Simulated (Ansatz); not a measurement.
Take GaSb in the zinc blende structure (space group F-43m, No. 216; a = 6.132 Å) as the base. Axes: x, y, z lie along the cube axes.

Level of theory: Ansatz (an electronic-structure program), r2SCAN, PAW, cutoff 500 eV, no spin-orbit coupling.

It is then changed as follows: the cell is stretched by 1.50 % along z with no lateral relaxation; the atoms relax in the strained cell.

### Question
Predict the stress tensor and what it implies for the stiffness.

### Answer
Stress of the strained cell less that of the base (GPa, compression positive):
```
  -0.52    0.00    0.00
   0.00   -0.52    0.00
   0.00    0.00   -1.27
```

Then −Δσ_ii/ε with ε = 0.0150 gives secant stiffness values (nonlinear terms included at this strain): C33 ≈ 84 GPa, C13 ≈ 34 GPa and C23 ≈ 34 GPa.

Stability against distortions was not tested.
